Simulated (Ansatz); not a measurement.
These are PBE (plane waves to 420 eV, PAW; Ansatz, a first-principles code) values and carry that method's errors.

Plane-averaged electrostatic potential energy along the normal, in eV from the Fermi level, for a constructed model of the (100) surface of fcc Ir, a pseudomorphic layer of Ag in the host's stacking (bottom of the slab: a bare face, its two planes held):

| z (Å) | V (eV) |
|---|---|
| 3.79 | 5.54 |
| 4.08 | 5.54 |
| 4.38 | 5.54 |
| 4.67 | 5.54 |
| 4.96 | 5.53 |
| 5.25 | 5.51 |
| 5.54 | 5.46 |
| 5.83 | 5.37 |
| 6.12 | 5.15 |
| 6.42 | 4.66 |
| 6.71 | 3.58 |
| 7.00 | 1.15 |
| 7.29 | -4.90 |
| 7.58 | -13.31 |
| 7.88 | -19.04 |
| 8.17 | -19.32 |
| 8.46 | -14.26 |
| 8.75 | -7.08 |
| 9.04 | -4.29 |
| 9.33 | -9.65 |
| 9.62 | -16.86 |
| 9.92 | -20.49 |
| 10.21 | -18.63 |
| 10.50 | -12.29 |
| 10.79 | -5.73 |
| 11.08 | -6.07 |
| 11.38 | -12.84 |
| 11.67 | -18.94 |
| 11.96 | -20.38 |
| 12.25 | -16.39 |
| 12.54 | -9.16 |
| 12.83 | -4.36 |
| 13.12 | -7.72 |
| 13.42 | -15.01 |
| 13.71 | -19.93 |
| 14.00 | -19.61 |
| 14.29 | -14.20 |
| 14.58 | -6.97 |
| 14.88 | -4.56 |
| 15.17 | -10.08 |
| 15.46 | -17.21 |
| 15.75 | -20.65 |
| 16.04 | -18.63 |
| 16.33 | -12.31 |
| 16.62 | -6.27 |
| 16.92 | -7.94 |
| 17.21 | -14.72 |
| 17.50 | -19.60 |
| 17.79 | -19.34 |
| 18.08 | -13.82 |
| 18.38 | -5.85 |
| 18.67 | -0.98 |
| 18.96 | -2.01 |
| 19.25 | -6.41 |
| 19.54 | -10.37 |
| 19.83 | -11.62 |
| 20.12 | -9.59 |
| 20.42 | -4.98 |
| 20.71 | -0.03 |
| 21.00 | 2.55 |
| 21.29 | 3.57 |
| 21.58 | 4.03 |
| 21.88 | 4.25 |
| 22.17 | 4.36 |
| 22.46 | 4.41 |
| 22.75 | 4.43 |
| 23.04 | 4.44 |
| 23.33 | 4.45 |
| 23.62 | 4.45 |
| 23.92 | 4.45 |
| 24.21 | 4.45 |

Slab: 7 atoms, 11.9 Å thick at the start; k 14x14x1, smearing 0.1 eV, dipole-corrected; 2 atoms held, the rest relaxed; symmetry of the start imposed; no spin, no spin-orbit, no U. It is one candidate, not shown to be the stable structure of the face.

### Question
The surface cell has an area of 7.49 Å². What dipole along the normal does the step between the two vacuum levels imply?

### Answer
the top vacuum level lies 1.09 eV below the bottom one; p = −ε₀ A ΔV (ε₀ = 0.005526 e/(V·Å)) gives 0.05 e·Å a cell.
